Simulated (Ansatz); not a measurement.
```
As
1.0
    3.53298     0.00000     0.00000
   -1.76649     3.12210     0.00000
    0.00000     0.00000    17.27314
As
2
Direct
  0.66598   0.33197   0.54054
  0.33402   0.66803   0.45946
```

These are PBE, rigid bands (plane waves, PAW, scalar-relativistic; Ansatz, an electronic-structure program) values and carry that method's errors. Condition of this run: uniaxial strain xx -2 %, other axes clamped. Cell: cell and atoms relaxed with PBE, then loaded as said.

### Question
Predict the electron conductivity mass (n e² τ/σ) at 300 K, by direction if it differs.

### Answer
0.31 (x), 0.183 (y) mₑ.

### Question
And the band gap?

### Answer
1.38 eV at this level; semilocal functionals usually fall short of the measured gap.

Rigid bands, one relaxation time for all states, no polarons. Spin-orbit coupling is left out; where it splits the top of the valence band it changes the hole mass and lowers the gap by about a third of the splitting.
